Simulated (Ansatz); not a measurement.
The starting structures come from a database of crystals and need not be the phases stable at ambient conditions.

By PBEsol, the system below comes out a metal.

Without scattering a metal conducts by its projected Fermi surface.

Data:

```yaml
crystal:
  lattice:
    - [4.08977, 0.00000, 0.00000]
    - [0.00000, 4.08977, 0.00000]
    - [0.00000, 0.00000, 4.08977]
  atoms:
    - { symbol: Y, position: [0.00000, 0.00000, 0.00000] }
    - { symbol: B, position: [0.19887, 0.50000, 0.50000] }
    - { symbol: B, position: [0.80113, 0.50000, 0.50000] }
    - { symbol: B, position: [0.50000, 0.19887, 0.50000] }
    - { symbol: B, position: [0.50000, 0.80113, 0.50000] }
    - { symbol: B, position: [0.50000, 0.50000, 0.80113] }
    - { symbol: B, position: [0.50000, 0.50000, 0.19887] }
```

The cell is taken as given; by PBEsol it stands under a pressure of -1.8 GPa.

The current flows along the normal of the first two printed cell vectors, the (001) plane of the conventional cell. No spin-orbit coupling; the value is a mean over 0.1 eV about the Fermi level.

Problem. Predict the ballistic conductance per area from PBEsol run with Ansatz (a program for electronic structure).

Solution. 0.51 × 10¹⁵ S/m² for both spins.
